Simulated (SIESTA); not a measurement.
A self-consistent single point of Zr (P6_3/mmc, 2 atoms in the cell) with SIESTA.

Level of theory: GGA PBE, numerical atomic orbitals DZP, PseudoDojo PBE standard norm-conserving potentials (rewritten from UPF to PSML) in SIESTA.

The change in words: lattice scaled by 0.98. Reference geometry:
```
Zr
1.0
    3.20587     0.00000     0.00000
   -1.60293     2.77636     0.00000
    0.00000     0.00000     5.11895
Zr
2
Direct
  0.33333   0.66667   0.25000
  0.66667   0.33333   0.75000
```

Reference input (self-consistent single point, DFT, GGA PBE, numerical atomic orbitals DZP, PseudoDojo PBE standard norm-conserving potentials (rewritten from UPF to PSML)): XC.functional = GGA; XC.authors = PBE; potentials = PseudoDojo PBE standard; PAO.BasisSize = DZP; PAO.EnergyShift = 0.01 Ry; MeshCutoff = 350 Ry; kgrid.MonkhorstPack = 16 16 9; OccupationFunction = FD; ElectronicTemperature = 0.1 eV; MaxSCFIterations = 150; SCF.Mixer.Method = Broyden; SCF.Mixer.Weight = 0.2. This run's input differs from it in these lines:

```diff
@@ -11,5 +11,5 @@
 %block LatticeVectors
-     3.205866000    0.000000000    0.000000000
-    -1.602933000    2.776361000    0.000000000
-     0.000000000    0.000000000    5.118946000
+     3.141749000    0.000000000    0.000000000
+    -1.570874000    2.720834000    0.000000000
+     0.000000000    0.000000000    5.016567000
 %endblock LatticeVectors
@@ -17,4 +17,4 @@
 %block AtomicCoordinatesAndAtomicSpecies
-    -0.000003029    3.497709691    2.418351497  1
-     3.029107395    1.748852222    7.255054490  1
+    -0.000002339    3.427755774    2.369984429  1
+     2.968525865    1.713875316    7.109953287  1
 %endblock AtomicCoordinatesAndAtomicSpecies
```

Output (repeated stretches shortened):

```
        iscf     Eharris(eV)        E_KS(eV)     FreeEng(eV)     dDmax    Ef(eV) dHmax(eV)
   scf:    1    -2737.569631    -2753.092199    -2753.148990  1.586416 -4.861431  2.963125
   scf:    2    -2753.552603    -2753.330218    -2753.389780  0.062203 -5.005896  2.049845
   scf:    3    -2753.678388    -2753.544565    -2753.611072  0.131018 -5.342552  0.010426
   scf:    4    -2753.544846    -2753.544708    -2753.611141  0.000752 -5.340805  0.005724
   scf:    5    -2753.544995    -2753.544855    -2753.611206  0.001060 -5.340679  0.005433
   [... 5 lines left out ...]
   scf:   11    -2753.544893    -2753.544892    -2753.611214  0.000019 -5.342123  0.000250
   scf:   12    -2753.544894    -2753.544893    -2753.611214  0.000015 -5.342160  0.000195
   scf:   13    -2753.544895    -2753.544894    -2753.611214  0.000011 -5.342189  0.000153
   scf:   14    -2753.544896    -2753.544895    -2753.611214  0.000010 -5.342210  0.000127
SCF Convergence by DM+H criterion
max |DM_out - DM_in|         :     0.0000096246
max |H_out - H_in|      (eV) :     0.0001265587
SCF cycle converged after 14 iterations

Using DM_out to compute the final energy and forces

siesta: E_KS(eV) =            -2753.5449

siesta: E_KS - E_eggbox =     -2753.5449

siesta: Atomic forces (eV/Ang):
     1    0.000005   -0.000003   -0.000000
     2   -0.000005    0.000003    0.000000
   Tot    0.000000   -0.000000   -0.000000
   Max    0.000005
   Res    0.000003    sqrt( Sum f_i^2 / 3N )
   Max    0.000005    constrained

Stress tensor Voigt[x,y,z,yz,xz,xy] (kbar):      -75.41      -75.40     -100.34       -0.00       -0.00        0.01
(Free)E + p*V (eV/cell)    -2751.3705
Target enthalpy (eV/cell)    -2753.6112

siesta: Program's energy decomposition (eV):
siesta: FreeEng =     -2753.611214

   [... lines left out ...]
siesta: Cell volume =         42.882505 Ang**3
siesta:          83.71780819         83.71794156  kBar
   [... lines left out ...]

             -0.073  -0.047  -0.061
   2 12.000   1.834   0.399   0.232   1.934   1.919   1.934   0.289   0.284
              0.289   0.663   0.561   0.728   0.561   0.662  -0.061  -0.047

             -0.073  -0.047  -0.061

mulliken: Qtot =       24.000

Mulliken Atomic Populations:
Atom #   charge [q] valence [e]  Species
     1    -0.000000   12.000000  Zr
     2     0.000000   12.000000  Zr
 Total     0.000000
```

The run converged in 14 iterations. Against the reference run the free energy goes up by 38.0 meV/atom and the pressure goes from 1.04 to 8.37 GPa.

The starting cell comes from a database of computed structures (which also holds hypothetical and non-ambient phases and stackings), without a prior relaxation at this level. Its lattice was rescaled by a random factor within 2.5 % of one. For this run, on top of that: lattice scaled by 0.98. Values carry the incompleteness of an atom-centred basis. With a pressure of about 8 GPa the cell is away from its equilibrium volume at this level.

Cost on one core of a shared machine: roughly 2 min.
